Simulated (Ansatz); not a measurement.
Base system: GeSe in the GeS type structure (space group Pnma, No. 62; layered, stacked along the Cartesian x axis).

```xyz
8
Lattice="10.9616 0.0000 0.0000 0.0000 3.8761 0.0000 0.0000 0.0000 4.4314" Properties=species:S:1:pos:R:3 pbc="T T T"
Ge     1.3508     0.9690     0.5047
Ge     4.1301     2.9071     2.7204
Ge     9.6109     2.9071     3.9267
Ge     6.8316     0.9690     1.7110
Se     9.3669     0.9690     2.2086
Se     7.0755     2.9071     4.4243
Se     1.5947     2.9071     2.2228
Se     3.8861     0.9690     0.0071
```

Cartesian axes are those of the cell as printed.

Computed with DFT with PBE-D3(BJ), PAW potentials and a 420 eV plane-wave cutoff in Ansatz (a first-principles code), no SOC, earlier PAW set.

Before the change:

| Quantity | Value |
|---|---|
| Pressure | 0.01 GPa |

Modification: biaxial strain −2.32 %, plane normal [001], relaxed out of plane (Cartesian); in-plane vectors clamped, the third vector and the atoms free.

Question: How does this affect the pressure?

Answer: The pressure (mean of the normal stresses, compression positive) grows by 1.07 GPa (0.01 GPa → 1.08 GPa).

Question: Estimate the effect on the out-of-plane strain.

Answer: The out-of-plane strain comes out as +3.90 %.

Whether these cells are dynamically stable was not tested. The program warned that a D3 coordination switch lies within reach, so dispersion energies are less smooth here.
